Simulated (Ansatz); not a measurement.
Base system: LaC$_{2}$ (space group I4/mmm, No. 139; a = 3.8917 Å, c = 6.5312 Å; relaxed with 0.1 eV smearing). Axes: x, y, z lie along a, b, c of the conventional cell.

The values are results of Ansatz (a first-principles code), PBEsol, PAW, cutoff 420 eV, no spin-orbit coupling, not measurements.

It is then changed as follows: tensor shear ε_yz = +3.48 % (engineering shear γ = 0.0696), atoms relaxed at fixed cell.

Q: Predict the stress tensor and what it implies for the stiffness.

A: Stress of the strained cell less that of the base (GPa, compression positive):
```
    0.0     0.0     0.0
    0.0     0.2    -0.8
    0.0    -0.8     0.1
```

Then −Δσ/γ with γ = 2ε = 0.0696 gives secant stiffness values (nonlinear terms included at this strain): C44 ≈ 11 GPa.

Stability against distortions was not tested. All final runs are without spin polarisation.
